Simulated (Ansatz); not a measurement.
Results of BLYP in Ansatz (plane waves, PAW) for cubic perovskite KMgF3.

Settings: plane-wave cutoff 520 eV, 8×8×8 k mesh, Fermi–Dirac smearing 0.01 eV, scalar-relativistic PAW data made under PBE.

Energies at three volumes about the minimum:

```json
[
 {"V (Å³/atom)": "13.269", "E − E_lowest (meV/atom)": "1.12"},
 {"V (Å³/atom)": "13.539", "E − E_lowest (meV/atom)": "0.00"},
 {"V (Å³/atom)": "13.810", "E − E_lowest (meV/atom)": "1.07"}
]
```

### Question
Fit a parabola by hand: where is the minimum, what lattice constant follows, and what is the bulk modulus?

### Answer
Slopes: (0.00 − 1.12)/(13.539 − 13.269) = -4.148 and (1.07 − 0.00)/(13.810 − 13.539) = 3.948 meV/Å³. Curvature E″ = 2 × (3.948 − (-4.148))/(13.810 − 13.269) = 29.930 meV/Å⁶. From the middle of the first interval, the slope vanishes at V0 = 13.4040 − (-4.148)/29.930 = 13.543 Å³/atom. B = V0 E″ = 13.543 × 29.930 meV/Å³ × 0.1602 GPa per meV/Å³ = 64.9 GPa. With 5 atoms in the cube, a = (5 × 13.543)^(1/3) = 4.076 Å. The full Birch–Murnaghan fit to all volumes gives V0 = 13.538 Å³/atom and B0 = 64.7 GPa.

Measured, for comparison: bulk modulus 75.1 GPa (room temperature, not corrected to a static lattice, our sources range from 71.2 to 75.1; as tabulated in Vaitheeswaran et al. (2007), arXiv:cond-mat/0703621); lattice constant a 3.990 Å (room temperature, not corrected to a static lattice; as tabulated in Vaitheeswaran et al. (2007), arXiv:cond-mat/0703621). Computed (rounded) less measured: bulk modulus -14 % (-9 % to -14 % over the range).

Ansatz is an electronic-structure program.
